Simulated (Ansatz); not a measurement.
The reference is Ge2Sb2Te5 (space group P-3m1, No. 164).

```yaml
crystal:
  lattice:
    - [4.22357, 0.00000, 0.00000]
    - [-2.11179, 3.65772, 0.00000]
    - [0.00000, 0.00000, 16.87175]
  atoms:
    - { symbol: Te, position: [0.00000, 0.00000, 0.00000] }
    - { symbol: Ge, position: [0.66667, 0.33333, 0.10036] }
    - { symbol: Ge, position: [0.33333, 0.66667, 0.89964] }
    - { symbol: Te, position: [0.33333, 0.66667, 0.19856] }
    - { symbol: Te, position: [0.66667, 0.33333, 0.80144] }
    - { symbol: Sb, position: [0.00000, 0.00000, 0.31709] }
    - { symbol: Sb, position: [0.00000, 0.00000, 0.68291] }
    - { symbol: Te, position: [0.66667, 0.33333, 0.41911] }
    - { symbol: Te, position: [0.33333, 0.66667, 0.58089] }
```

Cartesian axes are those of the cell as printed.

Computed with Kohn–Sham DFT with the PBEsol functional, run in Ansatz (a first-principles code) with PAW and 420 eV plane waves, no spin-orbit coupling, earlier PAW set.

Strains are applied to the cell and any free atomic positions relax; under biaxial strain the out-of-plane vector relaxes too.

One change was made to it. Results:

The volume per atom decreases by 0.45 Å³ to 28.51 Å³; the pressure (mean of the normal stresses, compression positive) goes from zero to 0.9 GPa; the band gap becomes zero (base: 0.14 eV).

Problem. Which of these changes matches the shifts?
(A) biaxial strain −1.51 %, plane normal [001], relaxed out of plane
(B) biaxial strain −0.89 %, plane normal [001], relaxed out of plane
(C) isotropic strain +1.42 %
(D) biaxial strain −1.81 %, plane normal [001], relaxed out of plane
(E) biaxial strain +2.15 %, plane normal [001], relaxed out of plane

Solution. A, biaxial strain −1.51 %, plane normal [001], relaxed out of plane. For comparison, the volume per atom in the other runs: biaxial strain +2.15 %, plane normal [001], relaxed out of plane gives 29.59 Å³; biaxial strain −0.89 %, plane normal [001], relaxed out of plane gives 28.69 Å³; isotropic strain +1.42 % gives 30.21 Å³; biaxial strain −1.81 %, plane normal [001], relaxed out of plane gives 28.41 Å³.

A case with no gap was solved on a k-mesh chosen for an insulator, which is coarse for it. With Sb and Te present, leaving out spin-orbit coupling can change the band edges. Stability against distortions was not tested. The final runs are not spin-polarised. A zero or small gap of Ge2Sb2Te5 can be the functional's error rather than a property of the material.
